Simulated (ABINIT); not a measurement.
**Effort and miss along a sweep of ngkpt: YIr2 (Fd-3m, 6 atoms in the cell)**

```yaml
crystal:
  lattice:
    - [0.00000, 3.77473, 3.77473]
    - [3.77473, 0.00000, 3.77473]
    - [3.77473, 3.77473, 0.00000]
  atoms:
    - { symbol: Y, position: [0.50000, 0.50000, 0.50000] }
    - { symbol: Y, position: [0.75000, 0.75000, 0.75000] }
    - { symbol: Ir, position: [0.62500, 0.12500, 0.12500] }
    - { symbol: Ir, position: [0.12500, 0.12500, 0.62500] }
    - { symbol: Ir, position: [0.12500, 0.62500, 0.12500] }
    - { symbol: Ir, position: [0.12500, 0.12500, 0.12500] }
```

Computed with PBEsol, PAW (JTH v2.0 PBE PAW, files made for PBE) (plane waves; ABINIT).

Base settings: pseudos = [Y.GGA_PBE-JTH.xml, Ir.GGA_PBE-JTH.xml]; ecut = 20 Ha; pawecutdg = 40 Ha; pawxcdev = 0; ixc = -116133; occopt = 3; tsmear = 0.00367493 Ha; ngkpt = 4 4 4; nshiftk = 1; shiftk = 0 0 0.

Misses are taken against the tightest run, 7 7 7, which need not be fully converged itself. The energy is the free energy per atom.

The count of work is k-points × plane waves × bands × iterations; it is no time, and leaves out set-up, grids and terms that scale otherwise. Core times come from one kind of shared machine and are given to one figure; runs under 30 s give none.

The starting cell comes from a database of computed structures (which also holds hypothetical and non-ambient phases and stackings), without a prior relaxation at this level. Spin polarisation is off. The potentials were made for another functional than the one used. In the base run, with a pressure of about -4 GPa the cell is away from its equilibrium volume at this level.

```tsv
ngkpt	energy less reference (meV/atom)	pressure less reference (GPa)	count of work / reference	core time / reference (rough)
1 1 1	2207.26	11.14	0.029	0.1
2 2 2	-6.93	0.38	0.080	0.2
3 3 3	1.73	0.39	0.20	0.3
4 4 4	2.47	0.10	0.40	0.3
5 5 5	-0.05	0.03	0.56	0.6
7 7 7	0.00	0.00	1.0	1
```

Coarsest setting among those run that, with all tighter ones, holds the energy within 2 meV/atom of the reference: 5 5 5, off by 0.05 meV/atom; its saving against the reference is no more than about a factor of 2 in the count of work. The coarser 3 3 3 also lies inside, but a setting between leaves the range again, so that is luck.
